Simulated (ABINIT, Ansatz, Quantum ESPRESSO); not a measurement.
**One structure in several programs: CsLuS₂ (P6_3/mmc, 8 atoms in the cell)**

Self-consistent single point.

```
CELL_PARAMETERS angstrom
      3.98921     0.00000     0.00000
     -1.99460     3.45476     0.00000
      0.00000     0.00000    16.05658
ATOMIC_POSITIONS crystal
  Cs 0.33333 0.66667 0.25000
  Cs 0.66667 0.33333 0.75000
  Lu 0.00000 0.00000 0.50000
  Lu 0.00000 0.00000 0.00000
  S  0.33333 0.66667 0.91088
  S  0.66667 0.33333 0.08912
  S  0.66667 0.33333 0.41088
  S  0.33333 0.66667 0.58912
```

Shared settings, as Ansatz (a first-principles code) writes them: kpoints.mp_grid.grid = 2 2 1; scf.occupations.method = fixed. Potentials and cutoffs stand in the table.

```
code                                                                             model  pressure (GPa)  largest force (eV/Å)  gap on the mesh (eV)   cutoff
----------------  --------------------------------------------------------------------  --------------  --------------------  --------------------  -------
Quantum ESPRESSO  LDA (PZ), PseudoDojo standard norm-conserving (PBE) pseudopotentials           -1.73                 0.299                 1.711   100 Ry
Ansatz                                             LDA (PW92), PAW files made with PBE           -1.76                 0.291                 1.802  default
ABINIT                                              LDA (PW92), PAW (JTH v2.0 LDA PAW)           -1.40                 0.214                     –    24 Ha
```

A dash marks a value that a program does not give, or that is left out as unsure.

No gap is tabulated for ABINIT: it is not read from that output, or partly filled or unconverged empty levels leave it unsure.

Gaps are read on the mesh.

On Ansatz's run: spin-orbit coupling is off.

The spread over the programs that give each value: pressure within 0.36 GPa; largest force within 0.085 eV/Å; gap on the mesh within 0.091 eV.

Ansatz's pressure is given at a fixed set of plane waves, as the other plane-wave codes print theirs. The same LDA comes in different parametrisations, which differ slightly.

On the base mesh (5 5 1) the same programs gave: Ansatz pressure -3.45 GPa, gap on the mesh 1.996 eV; Quantum ESPRESSO pressure -3.51 GPa, gap on the mesh 1.904 eV; ABINIT pressure -3.22 GPa.

The values differ from the base mesh's, so the mesh still matters here: the table compares the programs at equal settings.

The starting cell comes from a database of computed structures (which also holds hypothetical and non-ambient phases and stackings), without a prior relaxation at this level.

Left out of this page: CP2K (on another mesh); Elk and FLEUR (not drawn, or without a comparable value).

Keys are those of Ansatz 0.2.
